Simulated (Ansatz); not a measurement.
# ZnAu, pressure series

Start from ZnAu in the CsCl type structure (space group Pm-3m, No. 221).

```yaml
crystal:
  lattice:
    - [3.12862, 0.00000, 0.00000]
    - [0.00000, 3.12862, 0.00000]
    - [0.00000, 0.00000, 3.12862]
  atoms:
    - { symbol: Zn, position: [0.50000, 0.50000, 0.50000] }
    - { symbol: Au, position: [0.00000, 0.00000, 0.00000] }
```

Cell and atoms are relaxed at each pressure.

The values are results of Kohn–Sham DFT with the PBEsol functional, run in Ansatz (an electronic-structure program) with PAW and 420 eV plane waves, no spin-orbit coupling, not measurements.

Two rows of this table had their results exchanged by mistake.

| pressure | volume per atom (Å³) | shortest distance (Å) | band gap |
|---|---|---|---|
| pressure −2 GPa | 15.54 | 2.723 | zero |
| pressure −1 GPa | 15.42 | 2.716 | zero |
| pressure 0.9 GPa | 15.22 | 2.704 | zero |
| pressure 2.1 GPa | 15.10 | 2.697 | zero |
| pressure 4.5 GPa | 14.87 | 2.683 | zero |
| pressure 9 GPa | 13.64 | 2.607 | zero |
| pressure 15 GPa | 14.08 | 2.635 | zero |
| pressure 22.5 GPa | 14.50 | 2.661 | zero |
| pressure 30 GPa | 13.27 | 2.583 | zero |

Task: Which two?

Result: The rows for pressure 9 GPa and pressure 22.5 GPa: the volume has to fall steadily with pressure, so 14.50 Å³ belongs to pressure 9 GPa and 13.64 Å³ to pressure 22.5 GPa.

Load acts through the strain it causes; cell and atoms are relaxed under it. Stability against distortions was not tested. No other phases were tried under pressure.
